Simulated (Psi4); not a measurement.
Psi4 1.11, HF/def2-svp: Al(H)2(SH) ([AlH2][SH]), 5 atoms. The geometry is a generated start, not checked to be a minimum at this level.

```json
{
 "task": "energy",
 "method": "scf",
 "basis": "def2-svp",
 "memory": "3 GB",
 "maxiter": "100",
 "keys_of_the_molecule_block": "symmetry c1",
 "scf_type": "df (default)",
 "scf_initial_accelerator": "adiis (default)",
 "e_convergence": "1e-06 (default)",
 "d_convergence": "1e-06 (default)",
 "basis_functions": "51"
}
```

```xyz
5

Al    -0.2263    -0.5847     0.0247
H      0.2775    -1.7109     0.9397
H     -1.6953    -0.6245    -0.4300
S      1.0999     1.0074    -0.6691
H      0.5442     1.9127     0.1346
```

With the defaults (damping_percentage = 0, guess = auto, which took SAD, soscf = false, soscf_start_convergence = 0.01, diis_max_vecs = 10) it converges in 7 SCF iterations. One run each on 2 threads, with these changes:
- guess = sap
- guess = gwh
- soscf = true, soscf_start_convergence = 0.001
- damping_percentage = 20
- diis_max_vecs = 3
- guess = sapgau
- soscf = true, soscf_start_convergence = 0.1
- damping_percentage = 60
- soscf = true

Task: Which runs fail or end elsewhere than the default run?

Result: No convergence: damping_percentage = 60 (the run ends without SCF convergence in 100 iterations). The rest reach the solution of the defaults.

```csv
setting,SCF iterations,JK calls,end
soscf = true,5,16,same solution
"soscf = true, soscf_start_convergence = 0.1",5,16,same solution
"soscf = true, soscf_start_convergence = 0.001",6,17,same solution
the defaults,7,8,same solution
guess = sap,8,8,same solution
guess = sapgau,8,8,same solution
diis_max_vecs = 3,8,9,same solution
guess = gwh,11,11,same solution
damping_percentage = 20,14,15,same solution
damping_percentage = 60,100,101,no convergence
```

An SOSCF iteration holds several JK calls; a Hückel guess adds calls on atoms.
